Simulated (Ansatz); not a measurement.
**How far to go with the k-point mesh: LaBPd3 (P4mm, 5 atoms in the cell)**

```yaml
crystal:
  lattice:
    - [4.39533, 0.00000, 0.00000]
    - [0.00000, 4.39533, 0.00000]
    - [0.00000, 0.00000, 4.39533]
  atoms:
    - { symbol: La, position: [0.00000, 0.00000, 0.01138] }
    - { symbol: B, position: [0.50000, 0.50000, 0.50000] }
    - { symbol: Pd, position: [0.00000, 0.50000, 0.50000] }
    - { symbol: Pd, position: [0.50000, 0.00000, 0.50000] }
    - { symbol: Pd, position: [0.50000, 0.50000, 0.00000] }
```

Computed with PBEsol, default PAW files made with PBE (plane waves; Ansatz, a quantum-chemistry and plane-wave program).

Base settings: basis.ecutwfc = 30.9 Ry; kpoints.mp_grid.grid = 8 8 8; hamiltonian.xc = pbesol; hamiltonian.pseudopotentials = {kind: paw} (the program's default PAW files); scf.occupations.method = fermi_dirac; scf.occupations.width = 0.0073 Ry.

Only quantities that move along the ladder and can be compared are tabulated.

The count of work is k-points × plane waves × bands × iterations; it is no time. Core times come from one kind of shared machine, to one figure; runs under 30 s give none.

The starting cell comes from a database of computed structures (which also holds hypothetical and non-ambient phases and stackings), without a prior relaxation at this level. Its lattice was rescaled by up to half a per cent. One atom was moved a little off its site on purpose. Spin polarisation is off. In the base run, with a pressure of about -4 GPa the cell is away from its equilibrium volume at this level. Ansatz's pressure includes its estimate of the finite-basis (Pulay) stress.

```csv
kpoints.mp_grid.grid,free energy less the last step's (meV/atom),pressure (GPa),largest difference of a force vector from the last step's (eV/Å),count of work / last,core time / last (rough)
2 2 2,41.49,-4.06,0.016,0.0075,–
3 3 3,-14.67,-3.90,0.008,0.0075,–
4 4 4,2.68,-4.38,0.004,0.019,–
6 6 6,-1.21,-4.33,0.001,0.043,–
8 8 8,-0.13,-4.32,0.000,0.080,–
9 9 9,0.19,-4.33,0.000,0.080,–
11 11 11,0.00,-4.32,0.000,0.13,0.1
16 16 16,0.00,-4.33,0.000,0.43,0.4
18 18 18,0.00,-4.33,0.000,0.59,0.6
22 22 22,0.00,-4.33,0.000,1.0,1
```

Coarsest kpoints.mp_grid.grid that holds the free energy within 2 meV/atom of the last step, with all finer ones: 6 6 6, at 0.043 of the last step's count of work; the step before is off by 2.7 meV/atom.

Coarsest kpoints.mp_grid.grid that holds the forces within 0.01 eV/Å of the last step, with all finer ones: 3 3 3, at 0.0075 of the last step's count of work; the step before is off by 0.016 eV/Å.

Coarsest kpoints.mp_grid.grid that holds the pressure within 0.1 GPa of the last step, with all finer ones: 4 4 4, at 0.019 of the last step's count of work; the step before is off by 0.42 GPa.

Keys are those of Ansatz 0.2.
